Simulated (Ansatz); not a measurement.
Checking a run of Ansatz (an electronic-structure program) on BePd (Pm-3m, 2 atoms in the cell). The aim is a self-consistent single point with DFT, r2SCAN, plane waves, default PAW files made with PBE.

Cell that was meant: a = 2.8130 Å, b = 2.8130 Å, c = 2.8130 Å, α = 90.00°, β = 90.00°, γ = 90.00°.

Part of the input:

Ansatz 0.2 input:
```yaml
  atoms:
    - { symbol: Be, position: [0.000000, 0.000000, 0.000000] }
    - { symbol: Pd, position: [0.500000, 0.500000, 0.500000] }
basis:
  ecutwfc: 75.0
kpoints:
  mp_grid:
    grid: [8, 8, 8]
[...]
scf:
  occupations:
    method: gaussian
    width: 0.1
output:
  forces: true
  eigenvalues: true
```

Log, with long lists cut:

```
   [... lines left out ...]
PAW frozen core: Pd, regenerated for the run's functional
Initial density: superposition of atomic densities (neutral atoms: chi_scale 0, normalization atom), corrected by the library's trained network
Initial wavefunctions: pseudopotential atomic-orbital guess
Eigensolver: davidson
Functional: x = r2scan, c = r2scan; τ floored in thin density (d = 2e-4 eV/Å³)
SCF iter   1: F=—  HF=-6845.416152 eV  |F-HF|=—  |Δ(HF+E_count)|=         —  Δρ=1.30e0  dr2=3.89e2  dr2_τ=2.51e1  ethr=1.77e-3  ⟨swp⟩=1.0  Hψ=650  notcnv=0
all-band conjugate gradients solve this SCF's bands
preconditioner: auto → none
SCF iter   2: F=—  HF=-6694.395432 eV  |F-HF|=—  |Δ(HF+E_count)|=    1.51e2  Δρ=8.61e-1  dr2=1.64e2  dr2_τ=1.12e0  ethr=1.77e-3  ⟨swp⟩=3.0  Hψ=810  notcnv=0  defer=1
   [... lines left out ...]
SCF iter   7: F=—  HF=-6585.666422 eV  |F-HF|=—  |Δ(HF+E_count)|=   7.16e-5  Δρ=2.31e-4  dr2=1.29e-5  dr2_τ=2.97e-7  ethr=9.98e-7  ⟨swp⟩=1.4  Hψ=292  notcnv=0  defer=2
SCF iter   8: F=—  HF=-6585.666425 eV  |F-HF|=—  |Δ(HF+E_count)|=   2.83e-6  Δρ=5.75e-6  dr2=4.17e-9  dr2_τ=2.08e-10  ethr=5.00e-10  ⟨swp⟩=3.5  Hψ=1158  notcnv=0
SCF iter   9: F=-6585.666425 eV  HF=-6585.666425 eV  |F-HF|=1.39e-10  |Δ(HF+E_count)|=   1.28e-9  Δρ=2.71e-6  dr2=1.09e-9  dr2_τ=2.58e-11  ethr=2.08e-11  ⟨swp⟩=1.0  Hψ=638  notcnv=0
SCF 1 converged in 9 iterations: F = -6585.666425 eV  dr2 = 1.09e-9
Free energy (F): -6585.666425 eV
Internal energy: -6585.654131 eV  (E = F + TS)
E sigma→0 (E₀):  -6585.660278 eV
Entropy (-TS):   -0.012294 eV (-6.147 meV/atom)
Fermi energy:    24.402759 eV
--- Forces (eV/Å), atoms counted from 1 ---
  atom   1  Be    -0.00000000     0.00000000    -0.00000000
  atom   2  Pd     0.00000000     0.00000000     0.00000000
--- Stress (GPa, compression-positive) ---
     -365.137222       0.000000       0.000000
        0.000000    -365.137222       0.000000
        0.000000       0.000000    -365.137222
  P = ⅓ Tr σ = -365.1372 GPa (-3651.372 kbar)
  The stress holds the Pulay correction. Without it, at fixed plane waves, as pw.x and ABINIT print it: P = -4275.8423 GPa
```

Problem. Can these results be used? Check the input.

Solution. The run is not sound. The fault is a basis or grid far too coarse for these potentials. The error of an incomplete plane-wave basis or grid does not cancel at such settings. To fix it, restore the cutoff that the potentials need and check convergence. The run converged in 9 iterations without an error; against the sound input the free energy goes up by 247 eV/atom and the pressure goes from -0.50 to -365.1 GPa. At a fixed set of plane waves, without the program's Pulay estimate, the pressure is -4275.84 GPa against -0.68 GPa.

The sound input it was made from differs as follows (other fixes are possible):
```diff
-basis:
-  ecutwfc: 75.0
-    width: 0.1
+    width: 0.1 eV
```

With that input, the run converged in 6 iterations: free energy E − TS (on the zero of these files) -7080.2273 eV; Fermi level (on the code's own zero) 16.92 eV; pressure -0.50 GPa (DFT, r2SCAN, plane waves, default PAW files made with PBE).

On the sound input: the starting cell comes from a database of published, mostly measured structures (it also holds non-ambient and calculated ones), without a prior relaxation at this level. Spin polarisation is off. Ansatz's pressure includes its estimate of the finite-basis (Pulay) stress.
